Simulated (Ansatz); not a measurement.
Output of an Ansatz run (abridged):

```
WARN ansatz: RAYON_NUM_THREADS=1 ignored (pool sized by the plan → 1); use --threads N
Pseudopotentials: kind: paw
Pseudopotential: Mg, paw, valence charge 10
Pseudopotential: Cu, paw, valence charge 19
Crystal: 4 atoms, lattice volume = 48.221 Å³
Basis set: ecut = 420.4159175005146 eV, 929 PW (Γ), exchange–correlation on 60×60×60 points (8 copies of the dense FFT grid, shifted against one another)
Bands: 41, of which v1, the nominal top of the filled ones, is band 34 counted from 1 (33 counted from 0)
Symmetry: 16 space group operations
Space group: I4/mmm (ITA 139), of the structure as read, at distance tolerance 3.6e-5 Å
k-points: 75 of 729
PAW frozen core: Mg, regenerated for the run's functional, and the local potential with it
PAW frozen core: Cu, regenerated for the run's functional, and the local potential with it
Initial density: superposition of atomic densities (neutral atoms: chi_scale 0, normalization atom), corrected by the library's trained network
Initial wavefunctions: pseudopotential atomic-orbital guess
Eigensolver: davidson
Functional: x = pbesol(κ = 0.804, μ = 0.12345679012345678), c = pbesol(β = 0.046)
SCF iter   1: F=—  HF=-21678.458158 eV  |F-HF|=—  |Δ(HF+E_count)|=         —  Δρ=1.45e-2  dr2=5.17e-2  ethr=1.77e-3  ⟨swp⟩=5.9  Hψ=10849  notcnv=0  defer=1
all-band conjugate gradients solve this SCF's bands
preconditioner: auto → none
SCF iter   2: F=—  HF=-21678.446192 eV  |F-HF|=—  |Δ(HF+E_count)|=   1.20e-2  S|Δr|=    0.00e0  Δρ=1.66e-3  dr2=7.44e-4  ethr=7.72e-5  ⟨swp⟩=2.0  Hψ=5304  notcnv=0  defer=177
SCF iter   3: F=—  HF=-21678.445774 eV  |F-HF|=—  |Δ(HF+E_count)|=   4.18e-4  S|Δr|=    0.00e0  Δρ=7.38e-4  dr2=9.56e-5  ethr=1.11e-6  ⟨swp⟩=2.0  Hψ=5031  notcnv=0  defer=177
SCF iter   4: F=—  HF=-21678.445797 eV  |F-HF|=—  |Δ(HF+E_count)|=   2.26e-5  S|Δr|=    0.00e0  Δρ=5.68e-5  dr2=1.16e-6  ethr=1.43e-7  ⟨swp⟩=2.0  Hψ=3885  notcnv=0  defer=177
SCF iter   5: F=-21678.445800 eV  HF=-21678.445800 eV  |F-HF|=8.82e-8  |Δ(HF+E_count)|=   3.42e-6  S|Δr|=    0.00e0  Δρ=1.46e-5  dr2=5.82e-8  ethr=1.49e-10  ⟨swp⟩=8.7  Hψ=14999  notcnv=0
SCF 1 converged in 5 iterations: F = -21678.445800 eV  dr2 = 5.82e-8
SCF converged after 5 iterations
Stability not checked (fill_not_monotonic)
Free energy (F): -21678.445800 eV
Harris-Foulkes:  -21678.445800 eV  (|F-HF|=8.82e-8)
Internal energy: -21678.445869 eV  (E = F + TS)
E sigma→0 (E₀):  -21678.445823 eV
Entropy (-TS):   0.000069 eV (0.017 meV/atom)
Fermi energy:    15.240511 eV
--- Per-component energies (eV) ---
  E_band       = -1428.001584
  E_kinetic    = 981.615562
  E_local      = -14117.447932  (includes V_loc(G=0)·N_el)
  E_nonlocal   = 1267.823356
  E_hartree    = 6098.240794
  E_xc         = -298.791540
  E_vxc        = -387.399887  (∫ρ·V_xc dr)
  E_paw        = -5157.000334  (= ΣΔE_a)
  E_vpaw       = -1369.046976  (= ΣTr[D̂ρ^β])
  E_aug_tail   = 0.000712  (compensation charges beyond the density's cutoff)
  E_ewald      = -10453.563956
  E_core_change = 0.677469  (= ΣΔE_core)
  E_smearing   = 0.000069  (= −TS)
  E_closure    = 0.000000  (closes the sum)
  Σ components = -21678.445800   (vs F -21678.445800, Δ=0.00e0)
--- Forces (eV/Å), atoms counted from 1 ---
  atom   1  Mg     0.00000000     0.00000000     0.00000000
   [... zero for the other atoms too ...]
  max |Σ_I F_I| component: 6.25e-17 eV/Å
--- Stress (GPa, compression-positive) ---
        7.443203      -0.000000       0.000000
       -0.000000       7.443203      -0.000000
       -0.000000      -0.000000       8.139709
  P = ⅓ Tr σ = 7.6754 GPa (76.754 kbar)
  The stress holds the Pulay correction. Without it, at fixed plane waves, as pw.x and ABINIT print it: P = 7.6018 GPa
--- Band table (eV; the first three rows and the last of 75) ---
  k-point 0: bands = ["-97.2943", "-97.2833", "-97.2824", "-59.1939", "-54.8526", "-54.8481", "-54.8414", "-54.8285", "-54.8184", "-54.8109", "-54.7731", "-54.7665", "-54.7355", "-26.1481", "-26.1465", "-26.1463", "6.1147", "10.6714", "10.9898", [...]
  k-point 1: bands = ["-97.2925", "-97.2845", "-97.2829", "-59.1939", "-54.8565", "-54.8496", "-54.8405", "-54.8220", "-54.8207", "-54.7956", "-54.7892", "-54.7659", "-54.7356", "-26.1481", "-26.1479", "-26.1475", "6.9670", "10.8392", "10.9984", [...]
  k-point 2: bands = ["-97.2901", "-97.2860", "-97.2839", "-59.1938", "-54.8631", "-54.8464", "-54.8384", "-54.8265", "-54.8148", "-54.8078", "-54.7781", "-54.7654", "-54.7360", "-26.1495", "-26.1488", "-26.1479", "8.2878", "10.5173", "10.8605", [...]
  k-point 74: bands = ["-97.2912", "-97.2859", "-97.2828", "-59.1941", "-54.8507", "-54.8507", "-54.8439", "-54.8342", "-54.8054", "-54.8054", "-54.7691", "-54.7691", "-54.7458", "-26.1492", "-26.1458", "-26.1458", "8.3325", "8.7389", "10.4157", [...]
```

The structure:

```xyz
4
Lattice="-1.8183 1.8183 3.6462 1.8183 -1.8183 3.6462 1.8183 1.8183 -3.6462" Properties=species:S:1:pos:R:3 pbc="T T T"
Mg     0.0000     0.0000     0.0000
Cu     0.0000     0.0000     3.6462
Cu     0.0000     1.8183     1.8231
Cu     1.8183     0.0000     1.8231
```

**Question.** What input produced this log?

**Answer.** Other spellings and defaults could give the same log, and not every line can be read from it. The input that was run (DFT, PBEsol, plane waves, default PAW files made with PBE):

Ansatz 0.2 input:
```yaml
# MgCu3
crystal:
  lattice:
    - [-1.81831700, 1.81831700, 3.64619100]
    - [1.81831700, -1.81831700, 3.64619100]
    - [1.81831700, 1.81831700, -3.64619100]
  atoms:
    - { symbol: Mg, position: [0.00000000, 0.00000000, 0.00000000] }
    - { symbol: Cu, position: [0.50000000, 0.50000000, 0.00000000] }
    - { symbol: Cu, position: [0.75000000, 0.25000000, 0.50000000] }
    - { symbol: Cu, position: [0.25000000, 0.75000000, 0.50000000] }
basis:
  ecutwfc: 30.9 Ry
kpoints:
  mp_grid: { grid: [9, 9, 9], shift: [0.5, 0.5, 0.5] }
hamiltonian:
  xc: pbesol
  pseudopotentials: { kind: paw }
scf:
  occupations: { method: cold, width: 0.0037 Ry }
output:
  forces: true
  eigenvalues: true
  stress: true
```

The starting cell comes from a database of computed structures (which also holds hypothetical and non-ambient phases and stackings), without a prior relaxation at this level. Its lattice was rescaled by a random factor within 2.5 % of one. Spin polarisation is off. With a pressure of about 8 GPa the cell is away from its equilibrium volume at this level. Ansatz's pressure includes its estimate of the finite-basis (Pulay) stress.

Ansatz is an electronic-structure program.
